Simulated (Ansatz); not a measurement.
Consider TiAl (space group P4/mmm, No. 123; a = 2.813 Å, c = 4.062 Å; relaxed with 0.1 eV smearing). Axes: x, y, z lie along a, b, c of the conventional cell.

Level of theory: r2SCAN, PAW, 500 eV (Ansatz, an electronic-structure program; no spin-orbit coupling).

It is then changed as follows: the cell is scaled by 1.0100 in all directions; the atoms relax in the strained cell.

Predict the stress tensor and what it implies for the stiffness.

Stress of the strained cell less that of the base (GPa, compression positive):
```
   -3.4     0.0     0.0
    0.0    -3.4     0.0
    0.0     0.0    -3.4
```

Then B = −ΔP/(ΔV/V₀) with ΔV/V₀ = 0.0303 gives secant stiffness values (nonlinear terms included at this strain): B (at held cell shape, above the free-shape value) ≈ 112 GPa.

As a check, the harmonic strain energy −½ V₀ Δσ:ε is 5.1 meV/atom; the computed energy rise is 5.3 meV/atom.

Whether these cells are dynamically stable was not tested. The final runs are not spin-polarised.
